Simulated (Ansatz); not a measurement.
# Effective masses and thermopower of SnO$_{2}$ (P4_2/mnm)

```xyz
6
Lattice="4.7691 0.0000 0.0000 0.0000 4.7691 0.0000 0.0000 0.0000 3.2121" Properties=species:S:1:pos:R:3 pbc="T T T"
Sn     2.3845     2.3845     1.6060
Sn     0.0000     0.0000     0.0000
O      0.9239     3.8452     1.6060
O      3.8452     0.9239     1.6060
O      3.3084     3.3084     0.0000
O      1.4607     1.4607     0.0000
```

All values below come from PBEsol, rigid bands (plane waves, PAW, scalar-relativistic; Ansatz, a program for electronic structure). How the cell was made: cell and atoms relaxed with PBEsol.

```
Property                                                                                                                                                              Value
---------------------------------------------------------------------------------------------------------------------------------------  ----------------------------------
band gap                                                                                                                                                            0.92 eV
electron conductivity mass (300 K, dilute)                                                                                               0.197 (x), 0.197 (y), 0.176 (z) mₑ
hole conductivity mass (300 K, dilute)                                                                                                      1.40 (x), 1.40 (y), 1.97 (z) mₑ
effective density of states N_c (300 K)                                                                                                                         2.0e18 cm⁻³
effective density of states N_v (300 K)                                                                                                                         4.7e19 cm⁻³
density-of-states mass, electrons                                                                                                                                  0.187 mₑ
density-of-states mass, holes                                                                                                                                       1.53 mₑ
Seebeck coefficient, n-type 1e19 cm⁻³, 300 K                                                                                                                      -110 μV/K
best n-type power factor at 300 K for τ = 10 fs (best axis; densities from 1e16 to 1e21 cm⁻³ tried, whether or not they can be reached)        1.87 μW/(cm·K²) at 1e19 cm⁻³
Seebeck coefficient, p-type 1e19 cm⁻³, 300 K                                                                                                                       346 μV/K
best p-type power factor at 300 K for τ = 10 fs (best axis; densities from 1e16 to 1e21 cm⁻³ tried, whether or not they can be reached)         5.1 μW/(cm·K²) at 1e20 cm⁻³
```

Rigid bands; masses and Seebeck coefficients take one relaxation time τ for all states and one kind of carrier; polarons and phonon drag are left out. Spin-orbit coupling is left out; where it splits the top of the valence band, N_v and the p-type Seebeck coefficient come out somewhat high without it.
